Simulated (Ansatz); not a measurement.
GaAs under load (space group F-43m), r2SCAN with spin-orbit coupling, rigid bands (Ansatz, a program for electronic structure). Condition of this run: hydrostatic pressure 5 GPa (the target of the relaxation). Band gap 1.35 eV, N_c = 1.19e18 cm⁻³ and N_v = 1.12e19 cm⁻³ at 300 K, conductivity masses of 0.116 mₑ (electrons) and 0.373 mₑ (holes). Take k_BT = 0.02585 eV.

What built-in voltage has an abrupt junction with N_A = 1e17 and N_D = 1e17 cm⁻³, all dopants ionised?

V_bi = E_g/e − (k_BT/e) ln(N_c N_v/(N_A N_D)) = 1.35 − 0.02585 × 7.20 = 1.16 V, for the computed gap.

Find the intrinsic carrier density and the intrinsic Fermi level.

n_i = √(N_c N_v) exp(−E_g/2k_BT) = 3.65e18 × exp(−26.11) = 1.7e7 cm⁻³. The level lies (k_BT/2) ln(N_v/N_c) = 29 meV from mid-gap (positive towards the conduction band). Each 0.1 eV added to the gap lowers n_i by a factor of 6.9.

What thermal injection velocity √(2k_BT/πm) limits a ballistic channel?

1.58e7 cm/s for electrons and 8.81e6 cm/s for holes, a ratio of √(m_h/m_e) = 1.79, for dilute carriers.

Rigid bands with the computed gap; masses take one relaxation time for all states.
